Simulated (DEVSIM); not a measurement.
CdS/CdTe n-p heterojunction

Device: CdS/CdTe n-p heterojunction, at 350 K.

```
layer (left to right)  material  thickness (μm)  Nd (cm⁻³)  Na (cm⁻³)  τn (s)  τp (s)
---------------------  --------  --------------  ---------  ---------  ------  ------
1                           CdS          0.0530     1.4e17          -    2e-9    2e-9
2                          CdTe            3.10          -     2.2e15    2e-9    2e-9
```

Left contact: ohmic. Right contact: ohmic. Voltage is applied to the left contact. Recombination: SRH at mid-gap. Mobility is constant in doping.

This is a model device: material constants are rounded textbook-type values typed into the input, and sizes, dopings and lifetimes were drawn at random. Values at 300 K; Nc and Nv go as T^1.5, mobilities as T to minus their exponent, the gap by Varshni's rule with the affinity fixed.

```csv
parameter,CdS,CdTe
gap (eV),2.4,1.5
affinity (eV),4.3,4.28
permittivity,9,10.2
Nc (cm⁻³),2.2e18,8e17
Nv (cm⁻³),1.8e19,1.8e19
μn (cm²/Vs),300,1000
μp (cm²/Vs),25,80
T exponent of μn,1.5,1.7
T exponent of μp,1.5,1.5
Varshni α (eV/K),0.00039,0.00031
Varshni β (K),103,108
```

Simulated with DEVSIM: 1D drift-diffusion, Boltzmann statistics, complete ionisation; no tunnelling, impact ionisation, image-force lowering or self-heating. Band offsets follow the typed affinities; no thermionic-emission limit at abrupt steps, no polarisation charge.

```yaml
potential_step_across_the_device_at_zero_bias: 1.097 V
largest_field_in_the_device_at_zero_bias: 33000 V/cm
Dark forward voltage at 1 A/cm²: 0.907 V
Dark forward voltage at 100 A/cm²: 1.185 V
```

Dark reverse current:

```csv
V (V),J (A/cm²)
0.04,1.3e-8
0.10,2.6e-8
0.20,4.4e-8
0.30,6.0e-8
0.40,7.5e-8
0.60,1.0e-7
0.80,1.3e-7
1.00,1.5e-7
1.30,1.8e-7
1.60,2.1e-7
2.00,2.5e-7
```

Dark forward current:

```tsv
V (V)	J (A/cm²)
-0.05	-2.9e-8
-0.10	-9.1e-8
-0.15	-2.3e-7
-0.25	-1.4e-6
-0.30	-3.3e-6
-0.35	-7.9e-6
-0.40	-1.9e-5
-0.45	-4.6e-5
-0.50	-0.00011
-0.60	-0.00070
-0.65	-0.0019
-0.70	-0.0052
-0.75	-0.016
-0.80	-0.056
-0.90	-0.85
-0.95	-3.0
-1.00	-8.4
-1.05	-19
-1.10	-39
-1.20	-120
-1.25	-190
-1.30	-280
-1.35	-410
-1.40	-580
-1.45	-780
-1.55	-1300
-1.60	-1700
-1.65	-2000
```
